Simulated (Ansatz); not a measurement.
BAs under load (space group F-43m), PBE with spin-orbit coupling, rigid bands (Ansatz, an electronic-structure program). Condition of this run: hydrostatic pressure of 12.8 GPa (compression positive) (the target of the relaxation). Band gap 1.04 eV, N_c = 3.61e19 cm⁻³ and N_v = 1.16e19 cm⁻³ at 300 K, conductivity masses of 0.304 mₑ (electrons) and 0.351 mₑ (holes). Take k_BT = 0.02585 eV.

Problem. What thermal injection velocity √(2k_BT/πm) limits a ballistic channel?

Solution. 9.76e6 cm/s for electrons and 9.08e6 cm/s for holes, a ratio of √(m_h/m_e) = 1.07, for dilute carriers.

Problem. Find the intrinsic carrier density and the intrinsic Fermi level.

Solution. n_i = √(N_c N_v) exp(−E_g/2k_BT) = 2.05e19 × exp(−20.11) = 3.8e10 cm⁻³. The level lies (k_BT/2) ln(N_v/N_c) = -15 meV from mid-gap (positive towards the conduction band). Each 0.1 eV added to the gap lowers n_i by a factor of 6.9.

Problem. A film of it is 5 nm thick. Estimate the confinement energies in an infinite well.

Solution. ħ²π²/(2m t²) = 0.376 eV·nm²/(m/mₑ × t²) gives 49.5 meV for electrons and 42.9 meV for holes, so the gap would widen to about 1.13 eV. Finite barriers and nonparabolic bands lower this, and with several valleys or bands the heaviest mass along the normal sets the lowest level, not this average.

Rigid bands with the computed gap; masses take one relaxation time for all states. Geometry: cell and atoms relaxed with PBEsol.
